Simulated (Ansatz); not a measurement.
Take InSb in the zinc blende structure (space group F-43m, No. 216) as the base.

```yaml
crystal:
  lattice:
    - [0.00000, 3.27796, 3.27796]
    - [3.27796, 0.00000, 3.27796]
    - [3.27796, 3.27796, 0.00000]
  atoms:
    - { symbol: Sb, position: [0.75000, 0.75000, 0.75000] }
    - { symbol: In, position: [0.00000, 0.00000, 0.00000] }
```

Cartesian axes are those of the cell as printed.

Computed with r2SCAN (Ansatz, a quantum-chemistry and plane-wave program), no SOC.

Before the change:

The valley order comes out as Γ 0.02 eV; L along ⟨111⟩ 0.77 eV; a point along ⟨100⟩, about 0.8 Å⁻¹ from Γ 1.48 eV and the shortest interatomic distance is 2.839 Å. The pressure is 0.0 GPa.

Modification: a pure shear with ε_xy = ε_yx = -0.0085; the atoms relax in the strained cell.

Problem. Estimate the effect on the energy relative to the base, valley order, shortest interatomic distance and pressure.

Solution. The energy rises by 0.9 meV/atom; the valley order (the lowest conduction-band minima on the path, energy above the VBM, named in the base's zone) goes from Γ 0.02 eV; L along ⟨111⟩ 0.77 eV; a point along ⟨100⟩, about 0.8 Å⁻¹ from Γ 1.48 eV to Γ 0.01 eV; L along [111] 0.65 eV; L along [1-1-1] 0.80 eV; a point along [001], about 0.8 Å⁻¹ from Γ 1.40 eV; the shortest interatomic distance decreases by 0.006 Å to 2.833 Å; the pressure (mean of the normal stresses, compression positive) stays 0.0 GPa.

With Sb present, leaving out spin-orbit coupling can change the band edges. No phonon test of stability was made. The final runs are not spin-polarised.
